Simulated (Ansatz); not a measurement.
Worked example: relaxation of cell and atoms of MnI2 (P-3m1, 3 atoms in the cell) in Ansatz (a program for electronic structure).

Level of theory: PBEsol, PAW files made with PBE (plane waves; Ansatz).

```
MnI2
1.0
    4.16858     0.00000     0.00000
   -2.08429     3.61010     0.00000
    0.00000     0.00000     7.14620
Mn I
1 2
Direct
  0.00000   0.00000   0.00000
  0.33333   0.66667   0.23089
  0.66667   0.33333   0.76911
```
Moments meant for the start (each program seeds them in its own way; μB, in the order of the atoms Mn I I): 4.0 0.0 0.0.

Reference input (self-consistent single point, DFT, PBEsol, plane waves, PAW files made with PBE): kpoints.mp_grid.grid = 5 5 3; hamiltonian.xc = pbesol; hamiltonian.pseudopotentials = {kind: paw} (the program's default PAW files); magnetization.spin_polarized = true; scf.occupations.method = fermi_dirac; scf.occupations.width = 0.05 eV. This run's input differs from it in these lines:

```diff
@@ -19,2 +19,4 @@
   occupations: { method: fermi_dirac, width: 0.05 }
+relax:
+  cell: {}
 output:
```

Output, abridged:

```
   [... SCF lines of the steps left out ...]
relax step   1: F+E_penalty+E_count = -18734.50180371 eV  Δ(F+E_penalty+E_count) = +0.000e0 eV  max|allowed force component| = 2.545e-1 eV/Å  Δτ_max = 0.0000 Å  P = -1.814 GPa  Ω = 107.543 Å³  (14 SCF iters, dr2 threshold 1.00e-7 eV, accepted)
relax step   2: F+E_penalty+E_count = -18734.53878071 eV  Δ(F+E_penalty+E_count) = -3.698e-2 eV  max|allowed force component| = 9.813e-2 eV/Å  Δτ_max = 0.0254 Å  P = +0.054 GPa  Ω = 102.526 Å³  energy of the carried Pulay correction = +1.051e-3 eV  [...]
   [... lines left out ...]
relax step   7: F+E_penalty+E_count = -18734.54395565 eV  Δ(F+E_penalty+E_count) = +2.226e-5 eV  max|allowed force component| = 8.840e-4 eV/Å  Δτ_max = 0.0023 Å  P = -0.001 GPa  Ω = 99.162 Å³  energy of the carried Pulay correction = +1.785e-3 eV  [...]
relax step   8: F+E_penalty+E_count = -18734.54218184 eV  Δ(F+E_penalty+E_count) = +1.774e-3 eV  max|allowed force component| = 1.303e-3 eV/Å  Δτ_max = 0.0000 Å  P = -0.002 GPa  Ω = 99.162 Å³  stress off target by 2.43e-3 GPa  SCF on the basis [...]
basis re-selected at this cell: Δ(F+E_penalty+E_count) = +1.774e-3 eV, ΔP = -0.000 GPa vs the last step
the relaxation is at rest under the 12 symmetry operations that the run kept from its start: a minimum is not shown …
the relaxation's final electronic state is not compared with the one that a single-point calculation of its input finds at the relaxed geometry …
Magnetization: 5.0000 μB (27.0000 up, 22.0000 down)
   [... lines left out ...]
Absolute magnetization: 5.0003 μB (∫|ρ↑−ρ↓|, with the PAW one-centre terms)
Free energy (F): -18734.542182 eV
Fermi energy:    7.455533 eV
  cell:  # Å, volume = 99.1617 Å³
   [... lines left out ...]
    - [-2.0335227999575975, 3.522164807876282, -7.201170891357375e-32]
    - [-1.7364923855266983e-33, -1.4355003720354037e-31, 6.922380413470271]
  atoms:
    - { symbol: Mn, position: [-3.9179771013572384e-36, -3.919628435800863e-34, 1.6183178714811668e-19] }
    - { symbol: I, position: [0.3333333333333333, 0.6666666666666666, 0.23623733177443007] }
    - { symbol: I, position: [0.6666666666666666, 0.3333333333333333, 0.7637626682255702] }
```

The run converged. 

Summary of the result:
* **Free energy E − TS (on the zero of these files)**: -18734.5422 eV
* **Pressure**: 0.00 GPa
* **Largest force (vector length)**: 0.001 eV/Å
* **Size of the cell's spin moment**: 5.00 μB
* **Final cell**: a = b = 4.0670 Å, c = 6.9224 Å, α = β = 90.00°, γ = 120.00°
* **Final volume per atom**: 33.05 Å³
* **Relaxation steps**: 8

The starting cell comes from a database of computed structures (which also holds hypothetical and non-ambient phases and stackings), without a prior relaxation at this level. With one magnetic atom in the cell only a parallel order is possible. The relaxation keeps the symmetry of its start, so its end need not be a minimum. Ansatz's pressure includes its estimate of the finite-basis (Pulay) stress.

Keys are those of Ansatz 0.2.
